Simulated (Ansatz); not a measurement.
## RuAs (model structure, started from the CsCl type, Pm-3m, No. 221, 2 atoms in the cell): lattice parameter a by level of theory

No measured value is used here.

```csv
level (code),value (Å)
LDA (Ansatz),3.021
PBEsol (Ansatz),3.040
r²SCAN (Ansatz),3.057
r²SCAN+rVV10 (Ansatz),3.048
```

LDA, PBEsol, r²SCAN, r²SCAN+rVV10: the run has no spin polarisation, so it can have missed a magnetic state. Cutoffs differ between the levels. Ansatz's density-functional and Hartree–Fock values are scalar-relativistic unless marked +SOC, with PAW data made under PBE.

A model structure was made by putting elements into a prototype or built by hand; it is no filed structure, need not be a known phase, and can be a saddle point held by its symmetry.

Ansatz is a program for electronic structure.
